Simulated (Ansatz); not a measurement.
We consider Tl2Se (model structure, started from the fluorite type, Fm-3m, No. 225, 3 atoms in the cell), described by PBE+SOC in Ansatz (PAW).

Run with plane-wave cutoff 520 eV, 14×14×14 k mesh, Fermi–Dirac smearing 0.05 eV, PAW data made under PBE.

Cell (relaxed with PBEsol):

```cif
data_SeTl2
_chemical_formula_sum 'Se1 Tl2'
_space_group_name_H-M_alt 'P 1'
_space_group_IT_number 1
_cell_length_a 5.18727
_cell_length_b 5.18727
_cell_length_c 5.18727
_cell_angle_alpha 60.000
_cell_angle_beta 60.000
_cell_angle_gamma 60.000
loop_
_space_group_symop_operation_xyz
  'x, y, z'
loop_
_atom_site_label
_atom_site_type_symbol
_atom_site_fract_x
_atom_site_fract_y
_atom_site_fract_z
_atom_site_occupancy
Se1 Se 0.00000 0.00000 0.00000 1
Tl1 Tl 0.25000 0.25000 0.25000 1
Tl2 Tl 0.75000 0.75000 0.75000 1
```

**Question.** Estimate the band gap and Γ–Γ gap that the calculation returns.

**Answer.** 
* **band gap**: 0.12 eV (under three smearing widths, so not firm)
* **Γ–Γ gap**: 1.87 eV

Note: the relaxation could raise the start's symmetry but not lower it, so the cell can be a saddle point; cell and atoms aren't relaxed at this level (pressure 2.0 GPa).

It cost roughly 80 core-seconds of CPU time.

A model structure was made by putting elements into a prototype or built by hand; it is no filed structure, need not be a known phase, and can be a saddle point held by its symmetry.

Ansatz is an electronic-structure program.
